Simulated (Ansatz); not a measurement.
**How the band gap of Ba₂TiO₄ (P4/mmm, No. 123, 7 atoms in the cell; start mp-36194; a measured phase of this formula has another space group) moves with the method**

No measured value is used here.

| level (code) | value (eV) | cell (Å³/atom) |
|---|---|---|
| LDA (Ansatz) | 1.97 | 22.48 |
| PBEsol (Ansatz) | 1.97 | 24.56 |
| r²SCAN (Ansatz) | (withheld) | 25.36 |

**Question.** What belongs in the gaps?

**Answer.** 
- r²SCAN (Ansatz, a program for electronic structure), value (eV): 2.41

Computed values are for a static lattice. Levels without +SOC have no spin–orbit coupling; where heavier elements are present it shifts gaps, mostly down, and can invert bands.  Each level is taken at its own relaxed cell. Cutoffs differ between the levels. Ansatz's density-functional and Hartree–Fock values are scalar-relativistic unless marked +SOC, with PAW data made under PBE.

A start named mp-… is a Materials Project structure, which need not be a measured phase.
